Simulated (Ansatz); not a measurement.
The starting structures come from a database of crystals and need not be the phases stable at ambient conditions.

By PBEsol, the system below comes out a metal.

The ballistic (Sharvin) conductance counts the channels at the Fermi level: G/A = (e²/h) × channels of both spins per area.

Consider the following.

```xyz
4
Lattice="2.7349 0.0000 0.0000 0.0000 4.8132 0.0000 0.0000 0.0000 4.4158" Properties=species:S:1:pos:R:3 pbc="T T T"
Mo     0.0000     3.9907     3.3118
Mo     0.0000     0.8224     1.1039
Rh     1.3675     1.5721     3.3118
Rh     1.3675     3.2411     1.1039
```

Space group of this cell: Pmma. The cell is taken as given; by PBEsol its mean pressure is -5.6 GPa.

The current flows along the normal of the first two printed cell vectors. No spin-orbit coupling; the value is a mean over 0.1 eV about the Fermi level.

### Question
Give the ballistic conductance per area that PBEsol (Ansatz, a first-principles code) yields.

### Answer
1.1 × 10¹⁵ S/m² for both spins.
